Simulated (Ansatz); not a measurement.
This Ansatz (a program for electronic structure) input is the reference run, ZnS in the zinc blende structure (space group F-43m, No. 216), computed with LDA/PAW in Ansatz, no spin-orbit coupling:

Ansatz 0.2 input:
```yaml
crystal:
  lattice:
    - [0, 2.6484106543, 2.6484106543]
    - [2.6484106543, 0, 2.6484106543]
    - [2.6484106543, 2.6484106543, 0]
  atoms:
    - { symbol: Zn, position: [0, 0, 0] }
    - { symbol: S, position: [0.75, 0.75, 0.75] }
basis: { ecutwfc: 420, ecutrho_ratio: 4, xc_grid: 2, fft_grid_basis: typed }
kpoints: { mp_grid: { grid: [11, 11, 11] } }
hamiltonian:
  xc: lda
  dispersion: none
  pseudopotentials: { kind: paw }
scf: { occupations: { method: fermi_dirac, width: 0.05 }, convergence: { dr2_threshold: 0.0000000002 } }
output: { forces: true, stress: true }
checkpoint: { write: state.ck, write_every: 1000 }
```

Question: Write the input for this change: a pure shear with ε_xy = ε_yx = 0.0114, atoms relaxed at fixed cell.

Answer: 
Ansatz 0.2 input:
```yaml
crystal:
  lattice:
    - [0.0301918815, 2.6484106543, 2.6484106543]
    - [2.6484106543, 0.0301918815, 2.6484106543]
    - [2.6786025358, 2.6786025358, 0]
  atoms:
    - { symbol: Zn, position: [0, 0, 0] }
    - { symbol: S, position: [0.75, 0.75, 0.75] }
basis: { ecutwfc: 420, ecutrho_ratio: 4, xc_grid: 2, fft_grid_basis: typed }
kpoints: { mp_grid: { grid: [11, 11, 11] } }
hamiltonian:
  xc: lda
  dispersion: none
  pseudopotentials: { kind: paw }
scf: { occupations: { method: fermi_dirac, width: 0.05 }, convergence: { dr2_threshold: 0.0000000002 } }
relax: { f_tol: 0.005, max_steps: 50 }
output: { forces: true, stress: true }
checkpoint: { write: state.ck, write_every: 1000 }
```
This is the input that was run.

The cells carry an imposed strain or load. Whether these cells are dynamically stable was not tested.
